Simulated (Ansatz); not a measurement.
**A computed series for GaS: pressure series**

The reference is GaS in the beta-GaS type structure (space group P6_3/mmc, No. 194; a = 3.534 Å, c = 15.039 Å; layered, stacked along the Cartesian z axis).

Cell and atoms are relaxed at each pressure.

Computed with PBEsol-D3(BJ) in Ansatz (plane waves to 420 eV, PAW, no spin-orbit coupling).

For the base:

```
Property   Result
--------  -------
Band gap  1.29 eV
```

Problem. The aim is a band gap between 0.62 eV and 0.69 eV. Which of these changes reaches it?
A. pressure 3 GPa
B. pressure 75 GPa
C. pressure 7 GPa

Solution. C, pressure 7 GPa. It gives 0.65 eV; pressure 3 GPa gives 0.98 eV; pressure 75 GPa gives zero. Changes not listed may reach it too

The mesh was chosen for an insulator and is coarse for the gapless case. Load acts through the strain it causes; cell and atoms are relaxed under it. Stability against distortions was not tested. No other phases were tried under pressure. All final runs are without spin polarisation.

Ansatz is a quantum-chemistry and plane-wave program.
